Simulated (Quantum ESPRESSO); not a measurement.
A working Quantum ESPRESSO input for TiS (P6_3/mmc, 4 atoms in the cell) (DFT, LDA (PW92), plane waves, PseudoDojo standard norm-conserving (LDA) pseudopotentials):

```fortran
&control
  calculation = 'scf'
  prefix = 'pwscf'
  outdir = './tmp/'
  pseudo_dir = './'
  tprnfor = .true.
  tstress = .true.
/
&system
  ibrav = 0
  celldm(1) = 6.28160112
  nat = 4
  ntyp = 2
  ecutwfc = 85
  occupations = 'smearing'
  smearing = 'marzari-vanderbilt'
  degauss = 0.0099958
/
&electrons
  conv_thr = 1.0d-10
  mixing_beta = 0.7
/
ATOMIC_SPECIES
Ti    47.8670  Ti.upf
S     32.0600  S.upf
ATOMIC_POSITIONS crystal
Ti    0.66666667    0.33333333    0.75000000
Ti    0.33333333    0.66666667    0.25000000
S     0.00000000    0.00000000    0.50000000
S     0.00000000    0.00000000    0.00000000
K_POINTS automatic
9 9 4  0 0 0
CELL_PARAMETERS alat
   1.00000000     0.00000000     0.00000000
  -0.50000000     0.86602540     0.00000000
   0.00000000     0.00000000     1.92638255
```

The run converged in 9 iterations: free energy E − TS -3837.0993 eV; Fermi level (on the code's own zero) 13.33 eV; pressure -9.29 GPa. Each of these slips is then made, one at a time:

(1)
```diff
-  degauss = 0.0099958
+  degauss = 0.1
```

(2)
```diff
-  ecutwfc = 85
+  ecutwfc = 85.0
-S     0.00000000    0.00000000    0.00000000
+S     0,00000000    0,00000000    0,00000000
```

(3)
```diff
-  smearing = 'marzari-vanderbilt'
+  smearing = 'methfessel'
```

### Question
What happens in each case?

### Answer

(1) A smearing width that is far too large. The run converged in 13 iterations without an error; against the sound input the free energy goes down by 108 meV/atom and the pressure goes from -9.29 to -6.24 GPa. The full log also holds: “c_bands:  3 eigenvalues not converged”.

(2) Decimal commas. The program stopped before any SCF iteration.
```
Error in routine card_atomic_positions (1):
Error while parsing atomic position card.
```

(3) A value that the program does not know. The program stopped before any SCF iteration.
```
Error in routine  set_occupations (1):
smearing methfessel unknown
```

The starting cell comes from a database of computed structures (which also holds hypothetical and non-ambient phases and stackings), without a prior relaxation at this level. Spin polarisation is off, so a magnetic state, if there is one, cannot be reached. In the base run, with a pressure of about -9 GPa the cell is away from its equilibrium volume at this level.

Left out of this page: 3 runs of the series outside the window shown, repeating another row's setting, or not comparable.
